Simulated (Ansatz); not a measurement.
Base system: NbAs in the CsCl type structure (space group Pm-3m, No. 221; a hypothetical phase, not in the database extracts checked; relaxed with 0.1 eV smearing).

```yaml
crystal:
  lattice:
    - [3.21784, 0.00000, 0.00000]
    - [0.00000, 3.21784, 0.00000]
    - [0.00000, 0.00000, 3.21784]
  atoms:
    - { symbol: Nb, position: [0.00000, 0.00000, 0.00000] }
    - { symbol: As, position: [0.50000, 0.50000, 0.50000] }
```

Cartesian axes are those of the cell as printed.

The values are results of Ansatz (a quantum-chemistry and plane-wave program), PBE, PAW, cutoff 420 eV, no spin-orbit coupling, not measurements.

For the base:

```
Item                Value
---------------  --------
Volume per atom  16.66 Å³
```

It is then changed as follows: biaxial strain −2.39 %, plane normal [111], relaxed out of plane (Cartesian); in-plane vectors clamped, the third vector and the atoms free.

Problem. What happens to the volume per atom?

Solution. The volume per atom decreases by 0.51 Å³, from 16.66 Å³ to 16.15 Å³.

Problem. What does the calculation give for the energy relative to the base after the change?

Solution. The energy goes up by 21 meV/atom.

Problem. What does the calculation give for the in-plane stress after the change?

Solution. The mean in-plane stress (compression positive) is +8.8 GPa.

No phonon test of stability was made. The final runs are not spin-polarised.
